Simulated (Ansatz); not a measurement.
Base system: WC (space group P-6m2, No. 187; a = 2.922 Å, c = 2.847 Å).

(Cell as relaxed with PBE.)

Levels (all Ansatz, a quantum-chemistry and plane-wave program, PAW, earlier PAW set): PBE (420 eV, no spin-orbit coupling); PBEsol (420 eV, scalar-relativistic without spin-orbit coupling).

Each level relaxes its own structure.

```tsv
base	PBE	PBEsol
volume per atom	10.53 Å³	10.29 Å³
lattice parameter a	2.922 Å	2.899 Å
band gap	zero	zero
```

Modification: every C is replaced by Ge, then cell and atoms are relaxed.

```csv
quantity,PBE,PBEsol
c/a ratio,1.123,1.129
shortest interatomic distance,2.588 Å,2.562 Å
```

PBE's c/a ratio lies 0.006 below PBEsol's; PBE's shortest interatomic distance lies 0.026 Å above PBEsol's (1.0 %). Neither level is exact; PBEsol is the comparison here, not a measurement.

Whether these cells are dynamically stable was not tested. As relaxed here, WGe is a hypothetical phase, not in the database extracts checked. All final runs are without spin polarisation.
